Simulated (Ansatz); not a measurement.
# AlAs (model structure, started from the BN type, Pm-3n, No. 223, 12 atoms in the cell)

Calculation: PBEsol (Ansatz, a first-principles code, plane waves, PAW).

Run with plane-wave cutoff 520 eV, 6×6×6 k mesh, Fermi–Dirac smearing 0.01 eV, scalar-relativistic PAW data made under PBE.

Cell (relaxed at this level):

```cif
data_Al6As6
_chemical_formula_sum 'Al6 As6'
_space_group_name_H-M_alt 'P 1'
_space_group_IT_number 1
_cell_length_a 6.98433
_cell_length_b 6.98433
_cell_length_c 6.98433
_cell_angle_alpha 90.000
_cell_angle_beta 90.000
_cell_angle_gamma 90.000
loop_
_space_group_symop_operation_xyz
  'x, y, z'
loop_
_atom_site_label
_atom_site_type_symbol
_atom_site_fract_x
_atom_site_fract_y
_atom_site_fract_z
_atom_site_occupancy
Al1 Al 0.25000 0.00000 0.50000 1
Al2 Al 0.50000 0.25000 0.00000 1
Al3 Al 0.50000 0.75000 0.00000 1
Al4 Al 0.75000 0.00000 0.50000 1
Al5 Al 0.00000 0.50000 0.75000 1
Al6 Al 0.00000 0.50000 0.25000 1
As1 As 0.25000 0.50000 0.00000 1
As2 As 0.00000 0.25000 0.50000 1
As3 As 0.00000 0.75000 0.50000 1
As4 As 0.75000 0.50000 0.00000 1
As5 As 0.50000 0.00000 0.75000 1
As6 As 0.50000 0.00000 0.25000 1
```

```json
{
  "band_gap": "1.22 eV (indirect)",
  "smallest_direct_gap_on_the_k_points_sampled": "1.34 eV",
  "Γ–Γ gap": "1.40 eV"
}
```

Note: the relaxation could raise the start's symmetry but not lower it, so the cell can be a saddle point.

Spin–orbit coupling is not included.

The computed numbers hold no vibrational or temperature effects.

A model structure was made by putting elements into a prototype or built by hand; it is no filed structure, need not be a known phase, and can be a saddle point held by its symmetry.
